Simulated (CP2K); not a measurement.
**Input and output of a self-consistent single point for BaMg15 (P-6m2, 16 atoms in the cell) (CP2K)**

Computed with LDA (Pade form), GPW, DZVP-MOLOPT-SR-GTH basis, GTH-PADE potentials (GTH_POTENTIALS) (CP2K 2026.2).

This input was run:

```
&GLOBAL
  PROJECT scf
  RUN_TYPE ENERGY_FORCE
  PRINT_LEVEL MEDIUM
&END GLOBAL
&FORCE_EVAL
  METHOD Quickstep
  STRESS_TENSOR ANALYTICAL
  &DFT
    BASIS_SET_FILE_NAME BASIS_MOLOPT
    POTENTIAL_FILE_NAME GTH_POTENTIALS
    &QS
      METHOD GPW
      EPS_DEFAULT 1E-10
    &END QS
    &MGRID
      CUTOFF 1000
      REL_CUTOFF 40
      NGRIDS 5
    &END MGRID
    &SCF
      SCF_GUESS ATOMIC
      EPS_SCF 1E-6
      MAX_SCF 100
      ADDED_MOS 26
      &DIAGONALIZATION
        ALGORITHM STANDARD
      &END DIAGONALIZATION
      &MIXING
        METHOD BROYDEN_MIXING
        ALPHA 0.3
        NBUFFER 10
        BETA 1.5
      &END MIXING
      &SMEAR ON
        METHOD MARZARI_VANDERBILT
        SIGMA [eV] 0.1
      &END SMEAR
    &END SCF
    &KPOINTS
      SCHEME MONKHORST-PACK 6 6 3
      GAMMA_CENTERED T
    &END KPOINTS
    &XC
      &XC_FUNCTIONAL PADE
      &END XC_FUNCTIONAL
    &END XC
    &PRINT
      &MO
        EIGENVALUES T
        OCCUPATION_NUMBERS T
        NDIGITS 8
        FILENAME mo
        &EACH
          QS_SCF 0
        &END EACH
        ADD_LAST NUMERIC
      &END MO
      &MULLIKEN ON
      &END MULLIKEN
    &END PRINT
  &END DFT
  &SUBSYS
    &CELL
      A 6.68868400 0.00000000 0.00000000
      B -3.34434200 5.79257100 0.00000000
      C 0.00000000 0.00000000 10.51766900
      PERIODIC XYZ
    &END CELL
    &COORD
      Ba       0.00000000     0.00000000     5.25883450
      Mg       0.00000000     0.00000000     0.00000000
      Mg      -1.59777611     2.93923741     5.25883450
      Mg       0.00000000     5.70666717     5.25883450
      Mg       1.59777611     2.93923741     5.25883450
      Mg       4.99278489     2.88258607     0.00000000
      Mg       3.34434200     0.02739886     0.00000000
      Mg       1.69589911     2.88258607     0.00000000
      Mg      -0.00000000     1.98725733     2.48427342
      Mg      -1.62332689     4.79894233     8.03339558
      Mg       1.62332689     4.79894233     2.48427342
      Mg      -0.00000000     1.98725733     8.03339558
      Mg      -1.62332689     4.79894233     2.48427342
      Mg       1.62332689     4.79894233     8.03339558
      Mg       3.34434534     1.93085507     2.68852655
      Mg       3.34434534     1.93085507     7.82914245
    &END COORD
    &KIND Ba
      BASIS_SET DZVP-MOLOPT-SR-GTH-q10
      POTENTIAL GTH-PADE-q10
    &END KIND
    &KIND Mg
      BASIS_SET DZVP-MOLOPT-SR-GTH-q10
      POTENTIAL GTH-PADE-q10
    &END KIND
  &END SUBSYS
  &PRINT
    &FORCES ON
    &END FORCES
    &STRESS_TENSOR ON
    &END STRESS_TENSOR
  &END PRINT
&END FORCE_EVAL
```

The program printed (abridged):

```
 GLOBAL| Method name                                                        CP2K
 GLOBAL| Project name                                                        scf
 GLOBAL| Run type                                                   ENERGY_FORCE

 CELL| Volume [angstrom^3]:                                           407.503688
 CELL| Vector a [angstrom]:       6.689     0.000     0.000   |a| =     6.688684
 CELL| Vector b [angstrom]:      -3.344     5.793     0.000   |b| =     6.688685
 CELL| Vector c [angstrom]:       0.000     0.000    10.518   |c| =    10.517669
 CELL| Angle (b,c), alpha [degree]:                                    90.000000
 CELL| Angle (a,c), beta  [degree]:                                    90.000000
 CELL| Angle (a,b), gamma [degree]:                                   119.999997
 CELL| Numerically orthorhombic:                                              NO
 CELL| Periodicity                                                           XYZ

 DFT| Spin restricted Kohn-Sham (RKS) calculation                            RKS
 DFT| Multiplicity                                                             1
 DFT| Number of spin states                                                    1
 DFT| Charge                                                                   0
 DFT| XC density smoothing                                                  NONE
 DFT| XC derivatives                                                          PW

 QS| Method:                                                                 GPW
 QS| Density plane wave grid type                        NON-SPHERICAL FULLSPACE
 QS| Number of grid levels:                                                    5
 QS| Density cutoff [a.u.]:                                                500.0
 QS| Multi grid cutoff [a.u.]: 1) grid level                               500.0
   [... lines left out ...]
 BRILLOUIN| Wavefunction type                                            COMPLEX
 BRILLOUIN| List of Kpoints [2 Pi/Bohr]                                       56
 BRILLOUIN| Number           Weight            X              Y              Z
 BRILLOUIN|     1           0.01852       -0.33333       -0.33333       -0.33333
 BRILLOUIN|     2           0.01852       -0.33333       -0.33333        0.00000
 BRILLOUIN|     3           0.01852       -0.33333       -0.33333        0.33333
   [... 53 lines left out ...]
 *******************************************************************************

 Extrapolation method: initial_guess

 Re-scaling the density matrix to get the right number of electrons
                  # Electrons              Trace(P)               Scaling factor
                          160               160.000                        1.000

 Number of electrons:                                                        160
 Number of occupied orbitals:                                                 80
 Number of molecular orbitals:                                               106

 Number of orbital functions:                                                149
 Number of independent orbital functions:                                    149
 SCF WAVEFUNCTION OPTIMIZATION

  Step     Update method      Time    Convergence         Total energy    Change
     1 NoMix/Diag. 0.30E+00      -     1.53432530      -975.0124390492 -9.75E+02
     2 Broy./Diag. 0.30E+00      -     0.10158500      -974.2953320729  7.17E-01
     3 Broy./Diag. 0.30E+00      -     0.20523239      -973.6501158875  6.45E-01
     4 Broy./Diag. 0.30E+00      -     0.03506908      -973.3601991033  2.90E-01
     5 Broy./Diag. 0.30E+00      -     0.07526462      -973.1052145562  2.55E-01
     6 Broy./Diag. 0.30E+00      -     0.00577419      -972.8479413579  2.57E-01
     7 Broy./Diag. 0.30E+00      -     0.00514911      -972.8201823158  2.78E-02
   [... 7 lines left out ...]
    15 Broy./Diag. 0.30E+00      -     0.00000789      -972.8084579190 -1.37E-04
    16 Broy./Diag. 0.30E+00      -     0.00000357      -972.8084384499  1.95E-05
    17 Broy./Diag. 0.30E+00      -     0.00000201      -972.8084179209  2.05E-05
    18 Broy./Diag. 0.30E+00      -     0.00000202      -972.8084265185 -8.60E-06
    19 Broy./Diag. 0.30E+00      -     0.00000030      -972.8084364026 -9.88E-06
  *** SCF run converged in    19 steps ***

  Electronic density on regular grids:       -159.9999997380        0.0000002620
  Core density on regular grids:              159.9999999973       -0.0000000027
  Total charge density on r-space grids:        0.0000002593
  Total charge density g-space grids:           0.0000002593

  Overlap energy of the core charge distribution:               0.00000000000000
  Self energy of the core charge distribution:              -2058.13269102834010
  Core Hamiltonian energy:                                    618.34365549637880
  Hartree energy:                                             595.84851563885786
  Exchange-correlation energy:                               -128.86791973410718
  Smearing free energy correction:                              0.00000322541603
  Fermi energy:                                                 0.17622448588429

  Total energy:                                              -972.80843640255910

                     Mulliken Population Analysis

 #  Atom  Element  Kind  Atomic population                           Net charge
       1     Ba       1          9.305903                              0.694097
       2     Mg       2          9.977679                              0.022321
       3     Mg       2         10.129840                             -0.129840
       4     Mg       2         10.129834                             -0.129834
       5     Mg       2         10.129842                             -0.129842
       6     Mg       2         10.014114                             -0.014114
       7     Mg       2         10.014120                             -0.014120
       8     Mg       2         10.014114                             -0.014114
       9     Mg       2         10.062075                             -0.062075
      10     Mg       2         10.062075                             -0.062075
      11     Mg       2         10.062075                             -0.062075
      12     Mg       2         10.062075                             -0.062075
      13     Mg       2         10.062075                             -0.062075
   [... lines left out ...]
 FORCES|      7 -7.20344147E-07  5.54383131E-04  6.34472130E-10   5.54383599E-04
 FORCES|      8  4.82708676E-04 -2.78679614E-04  9.40242947E-11   5.57377783E-04
 FORCES|      9 -5.86575155E-07  2.99619472E-03 -1.35984200E-03   3.29034244E-03
 FORCES|     10  2.59719453E-03 -1.49940287E-03  1.35962232E-03   3.29274980E-03
 FORCES|     11 -2.59524613E-03 -1.49760137E-03 -1.35988181E-03   3.29050010E-03
 FORCES|     12 -5.86575086E-07  2.99618904E-03  1.35983873E-03   3.29033592E-03
 FORCES|     13  2.59719661E-03 -1.49940480E-03 -1.35962468E-03   3.29275329E-03
 FORCES|     14 -2.59524405E-03 -1.49759944E-03  1.35987945E-03   3.29049660E-03
 FORCES|     15  1.68234463E-07  2.05225099E-07 -1.61390268E-03   1.61390270E-03
 FORCES|     16  1.68234513E-07  2.05845725E-07  1.61390161E-03   1.61390164E-03
 FORCES| Sum     3.27048306E-06 -1.86437791E-06 -1.09715943E-11
 FORCES| Total atomic force                                       3.76456697E-06

 STRESS| Analytical stress tensor [bar]
 STRESS|                        x                   y                   z
 STRESS|      x       -8.58401638498E+03  -2.26327798371E+00  -7.92993742798E-08
 STRESS|      y       -2.26327798371E+00  -8.58750100210E+03  -3.47200822622E-03
 STRESS|      z       -7.92993742798E-08  -3.47200822622E-03  -1.09548283819E+04
 STRESS| 1/3 Trace                                            -9.37544858967E+03
```

The run converged in 19 iterations.

The starting cell comes from a database of computed structures (which also holds hypothetical and non-ambient phases and stackings), without a prior relaxation at this level. Its lattice was rescaled by a random factor within 2.5 % of one. Values carry the incompleteness of an atom-centred basis.

Cost on one core of a shared machine: roughly 3 min.
